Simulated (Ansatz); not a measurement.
**A computed series for B6P: pressure series**

Start from B6P (space group R-3m, No. 166; a = 5.9696 Å, c = 11.7889 Å (hexagonal axes); a cell from a computed database, its experimental status unchecked).

Cell and atoms are relaxed at each pressure.

Calculations: PBEsol, PAW, 420 eV (Ansatz, an electronic-structure program; without spin-orbit coupling).

Notes on the quantities. enthalpy: H = E + PV relative to the base's energy.

```csv
change,enthalpy,density
base,–,2.62 g/cm³
pressure −2 GPa,-0.11 eV/atom,2.60 g/cm³
pressure −1 GPa,-0.05 eV/atom,2.61 g/cm³
pressure 0.3 GPa,+0.02 eV/atom,2.63 g/cm³
pressure 0.7 GPa,+0.04 eV/atom,2.63 g/cm³
pressure 1.5 GPa,+0.08 eV/atom,2.64 g/cm³
pressure 3 GPa,+0.16 eV/atom,2.66 g/cm³
pressure 5 GPa,+0.27 eV/atom,2.69 g/cm³
pressure 7.5 GPa,+0.40 eV/atom,2.72 g/cm³
pressure 10 GPa,+0.53 eV/atom,2.75 g/cm³
```

Load acts through the strain it causes; cell and atoms are relaxed under it. Whether these cells are dynamically stable was not tested. Competing high-pressure phases were not computed.
